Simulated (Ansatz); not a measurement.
# Mo on a Co site (middle of the slab) in a 3x3 cell of the 1x1 (0001) surface of hcp Co, ferromagnetic

Calculation: PBE (plane waves to 420 eV, PAW; Ansatz, a quantum-chemistry and plane-wave program).

Slab: 36 atoms, 6.0 Å thick at the start (thin: gaps and levels are the slab's own); k 5x5x1, smearing 0.1 eV, dipole-corrected; 9 atoms held, the rest relaxed; start symmetry kept, larger cells not searched; spin-polarised, no spin-orbit, no U.

The formation energy against hcp Co, ferromagnetic, bcc Mo is 0.69 eV, the work function of the top face is 4.97 eV and the change of the work function is 0.004 eV. The change of the step from the bottom to the top vacuum level, against the clean slab is 0.033 eV and the energy released by relaxation comes out as 0.096 eV. The magnetic moment of the cell comes out as 55.63 μB and the largest move of a host atom is 0.05 Å.
